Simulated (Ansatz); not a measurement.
**ZrGe (model structure, started from the rocksalt type, Fm-3m, No. 225, 2 atoms in the cell): properties by level of theory**

```json
[
 {"level (code)": "PBEsol (Ansatz)", "lattice parameter a (Å)": "5.413", "enthalpy of formation (eV/atom)": "-0.811"},
 {"level (code)": "PBE-D3(BJ) (Ansatz)", "lattice parameter a (Å)": "5.420", "enthalpy of formation (eV/atom)": "-0.802"},
 {"level (code)": "r²SCAN (Ansatz)", "lattice parameter a (Å)": "5.471", "enthalpy of formation (eV/atom)": "-0.860"}
]
```

Ansatz's density-functional and Hartree–Fock values are scalar-relativistic unless marked +SOC, with PAW data made under PBE.

The computed numbers hold no vibrational or temperature effects.

A model structure was made by putting elements into a prototype or built by hand; it is no filed structure, need not be a known phase, and can be a saddle point held by its symmetry.

Ansatz is an electronic-structure program.
